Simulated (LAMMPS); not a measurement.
Simulation of Al (fcc) with 90 % of Al sites Cu, 4000 atoms, at 920 K and 0 GPa, heated as the crystal.

Level of theory: classical MD, pair style eam/alloy, file AlCu.eam.alloy; code LAMMPS.

Question: Estimate the state found, the most common Al-Cu-Cu angle, the coordination number of Cu by Cu, the coordination number of Al by Cu, the first peak of g(r), Cu-Cu for this model.

Answer: state found: crystal; no diffusion seen in 30 ps; most common Al-Cu-Cu angle: at the 3° bin centred on 58.5°, after smoothing over three bins (mean of all 97°); coordination number of Cu by Cu: 10.9 (counted to 3.22 Å); coordination number of Al by Cu: 10.9 (counted to 3.22 Å); first peak of g(r), Cu-Cu: 2.57 Å, height 3.9.

Caution: the random arrangement on this lattice is imposed, and need not be a phase that exists in equilibrium. Caution: a run this short can hold a crystal over, or a liquid under, the potential's own melting point, which these runs don't give.
